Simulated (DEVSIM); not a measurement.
Device: Ti/HfO2/n-Ge capacitor, at 300 K.

| layer (left to right) | material | thickness (nm) | Nd (cm⁻³) |
|---|---|---|---|
| 1 | HfO2 | 2.50 | - |
| 2 | Ge | 16000 | 6.5e14 |

Metal gate on the left, work function 4.33 eV. Fixed charge at the semiconductor interface 0 cm⁻² (in units of +e); no interface traps.

Constants are typed, rounded textbook-type inputs, not results; the design itself was drawn at random and stands for no fabricated device. Values at 300 K.

| parameter | HfO2 | Ge |
|---|---|---|
| gap (eV) | 5.7 | 0.664 |
| affinity (eV) | 2.5 | 4 |
| permittivity | 22 | 16 |
| Nc (cm⁻³) | - | 1.04e19 |
| Nv (cm⁻³) | - | 6e18 |

Simulated with DEVSIM: 1D Poisson equation in equilibrium, Boltzmann statistics, complete ionisation; no quantum confinement or tunnelling. Metal contacts follow the ideal Schottky-Mott rule: no Fermi-level pinning, no interface dipoles.

Question: Give the band bending (positive: bands bend down) and minority sheet density.

Answer: 
```json
[
 {"Vg (V)": "-0.35", "ψs (V)": "-0.402", "minority carriers (cm⁻²)": "1.3e12"},
 {"Vg (V)": "-0.2", "ψs (V)": "-0.277", "minority carriers (cm⁻²)": "8.1e10"},
 {"Vg (V)": "-0.05", "ψs (V)": "-0.129", "minority carriers (cm⁻²)": "1.8e9"},
 {"Vg (V)": "0.1", "ψs (V)": "0.020", "minority carriers (cm⁻²)": "1.1e9"},
 {"Vg (V)": "0.25", "ψs (V)": "0.162", "minority carriers (cm⁻²)": "1.1e9"}
]
```
